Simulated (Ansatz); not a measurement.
A self-consistent single point of SrTa2 (Fd-3m, 6 atoms in the cell) with Ansatz (a quantum-chemistry and plane-wave program).

Level of theory: PBE (plane waves, PAW; Ansatz).

```yaml
crystal:
  lattice:
    - [0.00000, 4.43853, 4.43853]
    - [4.43853, 0.00000, 4.43853]
    - [4.43853, 4.43853, 0.00000]
  atoms:
    - { symbol: Ta, position: [0.12500, 0.12500, 0.12500] }
    - { symbol: Ta, position: [0.62500, 0.12500, 0.12500] }
    - { symbol: Ta, position: [0.12500, 0.62500, 0.12500] }
    - { symbol: Ta, position: [0.12500, 0.12500, 0.62500] }
    - { symbol: Sr, position: [0.75000, 0.75000, 0.75000] }
    - { symbol: Sr, position: [0.50000, 0.50000, 0.50000] }
```

Reference input (self-consistent single point, DFT, PBE, plane waves, default PAW files): basis.ecutwfc = 420 eV; kpoints.mp_grid.grid = 5 5 5; hamiltonian.xc = pbe; hamiltonian.pseudopotentials = {kind: paw} (the program's default PAW files); scf.occupations.method = fermi_dirac; scf.occupations.width = 0.1 eV. This run's input differs from it in these lines:

Ansatz 0.2 input:
```diff
@@ -21,3 +21,3 @@
 scf:
-  occupations: { method: fermi_dirac, width: 0.1 }
+  occupations: { method: cold, width: 0.1 }
 output:
```

Output, abridged:

```
SCF iter   1: F=—  HF=-46811.531469 eV  |F-HF|=—  |Δ(HF+E_count)|=         —  Δρ=5.70e-3  dr2=2.14e-1  ethr=1.77e-3  ⟨swp⟩=8.1  Hψ=2138  notcnv=0
all-band conjugate gradients solve this SCF's bands
preconditioner: auto → Kerker (q_TF=auto, 2.353 Å⁻¹)
SCF iter   2: F=—  HF=-46811.503233 eV  |F-HF|=—  |Δ(HF+E_count)|=   2.82e-2  S|Δr|=    0.00e0  Δρ=3.11e-3  dr2=6.48e-2  ethr=2.97e-4  ⟨swp⟩=1.1  Hψ=521  notcnv=0
   [... lines left out ...]
SCF iter   5: F=—  HF=-46811.489429 eV  |F-HF|=—  |Δ(HF+E_count)|=   3.01e-5  S|Δr|=    0.00e0  Δρ=6.24e-5  dr2=1.00e-5  ethr=1.56e-7  ⟨swp⟩=2.0  Hψ=526  notcnv=0
SCF iter   6: F=—  HF=-46811.489598 eV  |F-HF|=—  |Δ(HF+E_count)|=   1.69e-4  S|Δr|=    0.00e0  Δρ=1.22e-5  dr2=3.55e-7  ethr=1.39e-8  ⟨swp⟩=2.2  Hψ=735  notcnv=0  defer=7
SCF iter   7: F=-46811.489598 eV  HF=-46811.489598 eV  |F-HF|=1.54e-9  |Δ(HF+E_count)|=   5.08e-8  S|Δr|=    0.00e0  Δρ=2.56e-6  dr2=1.22e-8  ethr=1.39e-10  ⟨swp⟩=11.3  Hψ=2222  notcnv=0
SCF 1 converged in 7 iterations: F = -46811.489598 eV  dr2 = 1.22e-8
Stability not checked (fill_not_monotonic)
Free energy (F): -46811.489598 eV
Internal energy: -46811.496202 eV  (E = F + TS)
E sigma→0 (E₀):  -46811.491799 eV
Entropy (-TS):   0.006604 eV (1.101 meV/atom)
Fermi energy:    10.510451 eV
--- Forces (eV/Å), atoms counted from 1 ---
  atom   1  Ta     0.00000000    -0.00000000    -0.00000000
   [... zero for the other atoms too ...]
--- Stress (GPa, compression-positive) ---
      -10.576100       0.000000       0.000000
       -0.000000     -10.576100      -0.000000
       -0.000000      -0.000000     -10.576100
  P = ⅓ Tr σ = -10.5761 GPa (-105.761 kbar)
  The stress holds the Pulay correction. Without it, at fixed plane waves, as pw.x and ABINIT print it: P = -10.5963 GPa
```

The run converged in 7 iterations. Against the reference run the free energy goes up by 35.9 meV/atom and the pressure goes from -10.40 to -10.58 GPa.

The starting cell was generated: these elements placed on a structure prototype, without a prior relaxation; it need not be a known phase or ordering of this composition. Its lattice was rescaled by a random factor within 2.5 % of one. Spin polarisation is off. With a pressure of about -11 GPa the cell is away from its equilibrium volume at this level. Ansatz's pressure includes its estimate of the finite-basis (Pulay) stress.
